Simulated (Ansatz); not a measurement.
C on the (111) surface of germanium (2x2 Ge adatom at T4; a constructed slab, bottom: 4 H on 4 bottom sites), one in a cell of 57 Å², energies for each. Energies are against an atom of graphite, without zero-point or thermal terms; each row is named by its start (#2, #3: further inequivalent places of a kind).

These are PBE (plane waves to 420 eV, PAW; Ansatz, a first-principles code) values and carry that method's errors.

Model: 38-atom slab, 13.7 Å thick at the start with caps and adatoms under the adsorbate (thin: gaps and levels are the slab's own), 3x3x1 mesh, Fermi-Dirac 0.01 eV, dipole correction, 20 atoms held, the rest relaxed; each run with such symmetry as its start has; spin-polarised, no spin-orbit, no U, no dispersion correction.

A negative adsorption energy means that the adsorbate is more stable on the surface than in its reference. Starts that drift may end in the same place. Heights count from the host atoms within 0.3 Å of the top one. Moments of ungapped slabs depend on the mesh.

| starting site | E_ads (eV) | height (Å) | nearest host atom (Å) | bonded to | Δ work function (eV) | lateral drift (Å) | moment (μB) |
|---|---|---|---|---|---|---|---|
| top Ge | 5.92 | 1.90 | Ge 1.90 | Ge | 1.42 | 0.0 | 2.2 |
| top Ge #2 | 5.36 | 0.84 | Ge 1.93 | Ge | 0.92 | 0.0 | 1.7 |
| over Ge at depth 1.5 Å | 3.67 | 0.29 | Ge 1.88 | 2 Ge | 0.74 | 0.6 | 0.0 |
| bridge Ge-Ge (span 4.7 Å) (the adsorbate ended below the top plane of the host) | 3.94 | -1.18 | Ge 1.86 | 2 Ge | -0.36 | 0.3 | 0.0 |
